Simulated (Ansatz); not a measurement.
Troubleshooting Ansatz (an electronic-structure program): a failed run on ZnS (F-43m, 2 atoms in the cell). The aim is a self-consistent single point with DFT, PBE, plane waves, PAW files.

Cell that was meant: a = 3.7283 Å, b = 3.7283 Å, c = 3.7283 Å, α = 60.00°, β = 60.00°, γ = 60.00°.

Part of the input:

```yaml
  occupations:
    method: fermi_dirac
    width: 0.02 eV
  max_iter: 3
output:
  forces: true
  eigenvalues: true
```

Output, abridged:

```
SCF iter   1: F=—  HF=-4222.745799 eV  |F-HF|=—  |Δ(HF+E_count)|=         —  Δρ=4.14e-2  dr2=4.05e-1  ethr=2.27e-3  ⟨swp⟩=4.0  Hψ=10576  notcnv=0
all-band conjugate gradients solve this SCF's bands
preconditioner: auto → none
SCF iter   2: F=—  HF=-4222.658149 eV  |F-HF|=—  |Δ(HF+E_count)|=   8.77e-2  Δρ=1.49e-2  dr2=4.39e-2  ethr=2.25e-3  ⟨swp⟩=4.1  Hψ=5727  notcnv=0
SCF iter   3: F=—  HF=-4222.652771 eV  |F-HF|=—  |Δ(HF+E_count)|=   5.38e-3  Δρ=1.05e-2  dr2=1.97e-2  ethr=2.44e-4  ⟨swp⟩=3.9  Hψ=5824  notcnv=0
Error: did not converge after 3 iterations: dr2 = 1.97e-2 (threshold 1.00e-7), under the density mixer `msr1`, which `scf.mixing.algorithm: auto` chose by the deck's other keys (type `scf.mixing.algorithm: msr1` to keep it); raise `scf.max_iter`, which need not help a stalled SCF, or adjust the mixing (`scf.mixing`) or, under a smearing, its width (`scf.occupations.width`, in either direction: another width is another result); this SCF holds its density and magnetisation to the symmetry operations that it keeps, and cannot end on a state that breaks one of them: if the state sought breaks one, re-run with `crystal.symmetry.detect: false`, without `crystal.symmetry.time_reversal: [...]
```

Task: What is wrong, and how is it fixed?

Result: The fault is an iteration limit that is too low. The loop is cut before its threshold is met, so whatever is printed at the end is not self-consistent. To fix it, raise the limit, or leave it to the default. The run ended unconverged after 3 iterations.

The sound input it was made from differs as follows (other fixes are possible):
```diff
-  max_iter: 3
```

With that input, the run converged in 8 iterations: free energy E − TS (on the zero of these files) -4222.6493 eV; top of the valence band (on the code's own zero) 6.77 eV; gap on the k-point mesh 2.43 eV; pressure 8.24 GPa (DFT, PBE, plane waves, PAW files).

On the sound input: the starting cell comes from a database of computed structures (which also holds hypothetical and non-ambient phases and stackings), without a prior relaxation at this level. Its lattice was rescaled by a random factor within 2.5 % of one. With a pressure of about 8 GPa the cell is away from its equilibrium volume at this level. Ansatz's pressure includes its estimate of the finite-basis (Pulay) stress.

Keys are those of Ansatz 0.2.
